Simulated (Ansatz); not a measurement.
Input and output of a self-consistent single point for ScAg₂ (I4mm, 3 atoms in the cell) (Ansatz, a program for electronic structure).

Method: PBEsol, default PAW files made with PBE (plane waves; Ansatz).

```
CELL_PARAMETERS angstrom
     -1.77444     1.77444     4.47660
      1.77444    -1.77444     4.47660
      1.77444     1.77444    -4.47660
ATOMIC_POSITIONS crystal
  Sc 0.00558 0.00558 0.00000
  Ag 0.66664 0.66664 0.00000
  Ag 0.33336 0.33336 0.00000
```

Reference input (self-consistent single point, DFT, PBEsol, plane waves, default PAW files made with PBE): basis.ecutwfc = 420 eV; kpoints.mp_grid.grid = 13 13 13; hamiltonian.xc = pbesol; hamiltonian.pseudopotentials = {kind: paw} (the program's default PAW files); scf.occupations.method = fermi_dirac; scf.occupations.width = 0.1 eV. This run's input differs from it in these lines:

Ansatz 0.2 input:
```diff
@@ -13,3 +13,3 @@
 kpoints:
-  mp_grid: { grid: [13, 13, 13] }
+  mp_grid: { grid: [12, 12, 12] }
 hamiltonian:
@@ -18,3 +18,3 @@
 scf:
-  occupations: { method: fermi_dirac, width: 0.1 eV }
+  occupations: { method: fermi_dirac, width: 0.05 eV }
 output:
```

The program printed (abridged):

```
SCF iter   1: F=—  HF=-17156.865388 eV  |F-HF|=—  |Δ(HF+E_count)|=         —  Δρ=8.68e-3  dr2=4.02e-2  ethr=1.77e-3  ⟨swp⟩=3.9  Hψ=15904  notcnv=0
all-band conjugate gradients solve this SCF's bands
preconditioner: auto → Kerker (q_TF=auto, 2.665 Å⁻¹)
SCF iter   2: F=—  HF=-17156.854810 eV  |F-HF|=—  |Δ(HF+E_count)|=   1.06e-2  Δρ=2.72e-3  dr2=4.52e-3  ethr=8.20e-5  ⟨swp⟩=2.1  Hψ=8910  notcnv=0  defer=49
   [... lines left out ...]
SCF iter   4: F=—  HF=-17156.853485 eV  |F-HF|=—  |Δ(HF+E_count)|=   8.02e-5  Δρ=2.95e-4  dr2=3.95e-5  ethr=8.75e-7  ⟨swp⟩=2.1  Hψ=6647  notcnv=0  defer=49
SCF iter   5: F=—  HF=-17156.853488 eV  |F-HF|=—  |Δ(HF+E_count)|=   2.59e-6  Δρ=6.16e-5  dr2=2.74e-6  ethr=8.06e-8  ⟨swp⟩=2.9  Hψ=8803  notcnv=0  defer=49
SCF iter   6: F=—  HF=-17156.853487 eV  |F-HF|=—  |Δ(HF+E_count)|=   5.02e-7  Δρ=1.51e-5  dr2=1.81e-7  ethr=5.59e-9  ⟨swp⟩=2.0  Hψ=6696  notcnv=0  defer=49
SCF iter   7: F=-17156.853487 eV  HF=-17156.853487 eV  |F-HF|=7.21e-9  |Δ(HF+E_count)|=   4.02e-8  Δρ=4.26e-6  dr2=1.11e-8  ethr=2.04e-10  ⟨swp⟩=5.0  Hψ=16366  notcnv=0
SCF 1 converged in 7 iterations: F = -17156.853487 eV  dr2 = 1.11e-8
Free energy (F): -17156.853487 eV
Internal energy: -17156.843020 eV  (E = F + TS)
E sigma→0 (E₀):  -17156.848254 eV
Entropy (-TS):   -0.010467 eV (-3.489 meV/atom)
Fermi energy:    14.714607 eV
--- Forces (eV/Å), atoms counted from 1 ---
  atom   1  Sc     0.00000000    -0.00000000    -0.27414944
  atom   2  Ag    -0.00000000     0.00000000     0.14322211
  atom   3  Ag     0.00000000     0.00000000     0.13091226
--- Stress (GPa, compression-positive) ---
       -3.742054      -0.000000      -0.000000
       -0.000000      -3.742054       0.000000
       -0.000000       0.000000      -4.336410
  P = ⅓ Tr σ = -3.9402 GPa (-39.402 kbar)
  The stress holds the Pulay correction. Without it, at fixed plane waves, as pw.x and ABINIT print it: P = -3.9708 GPa
```

The run converged in 7 iterations. Against the reference run the free energy rises by 4.8 meV/atom, the pressure hardly changes (-3.89 to -3.94 GPa) and the largest force stays at 0.274 eV/Å.

The starting cell comes from a database of computed structures (which also holds hypothetical and non-ambient phases and stackings), without a prior relaxation at this level. Its lattice was rescaled by up to half a per cent. One atom was moved a little off its site on purpose. With a pressure of about -4 GPa the cell is away from its equilibrium volume at this level. Ansatz's pressure includes its estimate of the finite-basis (Pulay) stress.
